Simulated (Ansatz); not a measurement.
## WS2: W → Re

The reference is WS$_{2}$ in the 2H-MoS2 type structure (space group P6_3/mmc, No. 194; a = 3.115 Å, c = 11.773 Å; layered, stacked along the Cartesian z axis).

The change: Re takes the place of W on all its sites, then cell and atoms are relaxed.

The values are results of PBEsol-D3(BJ) (Ansatz, an electronic-structure program, PAW, spin-orbit coupling left out), not measurements. Γ-centred 18×18×4 mesh, Fermi–Dirac width 0.05 eV, for the changed cell.

The lattice parameter a shrinks by 0.092 Å, from 3.115 Å to 3.023 Å and the c/a ratio goes up by 0.101 to 3.881. The shortest interatomic distance is nearly the same (2.389 Å against 2.388 Å) and the band gap changes from 0.65 eV to zero.

Final structure:

```
CELL_PARAMETERS angstrom
      3.02321     0.00000     0.00000
     -1.51161     2.61818     0.00000
      0.00000     0.00000    11.73288
ATOMIC_POSITIONS crystal
  Re 0.33333 0.66667 0.25000
  Re 0.66667 0.33333 0.75000
  S  0.33333 0.66667 0.61115
  S  0.66667 0.33333 0.11115
  S  0.66667 0.33333 0.38885
  S  0.33333 0.66667 0.88885
```

Cost of the whole job for the changed cell (relaxation, final SCF and bands): about 2.5 core-minutes (a rough figure).

Spin-orbit coupling, missing from the scalar runs, can matter with W. Whether these cells are dynamically stable was not tested. As relaxed here, ReS2 is a hypothetical phase, not in the database extracts checked. All final runs are without spin polarisation. ReS2 has a high density of states at the Fermi level and may be magnetic at this level.
